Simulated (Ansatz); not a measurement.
Zr: transverse stress against strain

Zr (hcp, P6_3/mmc, 23.509 Å³/atom at rest, c along z) under a strain ε along c (axis z), the other axes held. r2SCAN in Ansatz, a plane-wave DFT program (PAW, default set), 500 eV, 20×20×11 Γ-centred mesh, Fermi-Dirac smearing 0.10 eV; ions are relaxed within the symmetry of each cell. Stress is positive for a compressed cell.

Here s stands for strain and y for stress xx.

```csv
strain (%),stress xx (GPa)
-3.00,?
-1.50,0.98
-1.00,0.65
-0.50,0.33
0.00,0.01
0.50,-0.30
1.00,-0.61
1.50,-0.90
```

The 7 complete rows are fitted with a straight line, y against s. Means: s 0, y 0.023. About the means, the sum of products is -4.3950 and the sum of squares of s is 7.0000; the slope is their ratio. Least squares gives y = 0.023 - 0.6279·s. Residuals (row less fit): 0.015, -0.001, -0.007, -0.013, -0.009, -0.005, 0.019; standard error 0.013 (degrees of freedom: 5). The slope gives the elastic constant C13 = 63 ± 0.5 GPa.

Q: What does the fit predict for y at s = -3.00, and how far is the calculated value from it?

A: y = 0.023 - 0.6279 × (-3.0) = 1.907 GPa. The calculation gives 2.04 GPa, 0.133 GPa above the prediction (4.5 % of the range of y in the table). The row lies outside the fitted rows, so this is an extrapolation. From the scatter of the fitted rows alone, a prediction at this place has a standard error of 0.021 GPa, so the miss is 6.3 times that.

One order more, fitted to all 13 runs of the series, follows each within 0.01, so the miss is the next term of a smooth law. In a metal these values are sensitive to mesh and smearing; energies are taken to zero smearing, stresses follow the free energy. Rows are the converged runs of the series near zero and its far end; series whose fitted rows scatter by over a few per cent of the range, as at a crossing or softening among them, aren't shown in this form. Most that stay on the fit to the last digits aren't either.
